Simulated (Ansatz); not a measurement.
Cl on the 1x1 (110) surface of bcc Mo, one in a 1x1 cell, energies for each (7.1 Å²). Energies are against ½ Cl2(g), without zero-point or thermal terms; each row is named by its start.

All values below come from PBE (plane waves to 420 eV, PAW; Ansatz, a program for electronic structure).

### Question
Which site binds most strongly?
(A) bridge Mo-Mo (span 2.7 Å)
(B) bridge Mo-Mo (span 3.2 Å)
(C) top Mo
(D) hollow Mo-Mo-Mo

### Answer
D, hollow Mo-Mo-Mo. Adsorption energies: hollow Mo-Mo-Mo -1.36 eV; bridge Mo-Mo (span 2.7 Å) -1.30 eV; top Mo -1.06 eV; bridge Mo-Mo (span 3.2 Å) -0.84 eV.
